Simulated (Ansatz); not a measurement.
WPt₃ (I4/mmm, No. 139, 4 atoms in the cell; start mp-862798)

Computed with LDA (Ansatz, a program for electronic structure, PAW).

Numerical settings: plane-wave cutoff 520 eV, 20×20×20 k mesh, Fermi–Dirac smearing 0.05 eV, no spin polarisation, scalar-relativistic PAW data made under PBE.

Cell (relaxed at this level):

```
CELL_PARAMETERS angstrom
     -1.92603     1.92603     3.97079
      1.92603    -1.92603     3.97079
      1.92603     1.92603    -3.97079
ATOMIC_POSITIONS crystal
  Pt 0.75000 0.25000 0.50000
  Pt 0.25000 0.75000 0.50000
  Pt 0.50000 0.50000 0.00000
  W  0.00000 0.00000 0.00000
```

```
Item               Value
---------------  -------
bulk modulus B0  335 GPa
```

Note: the run has no spin polarisation, so it can have missed a magnetic state; the bulk modulus is −V dP/dV from two relaxed cells at ±2 % in volume; the relaxation could not lower the start's symmetry, so the cell can be a saddle point above a distorted one.

Spin–orbit coupling is not included.

The computed numbers hold no vibrational or temperature effects.

A start named mp-… is a Materials Project structure, which need not be a measured phase.
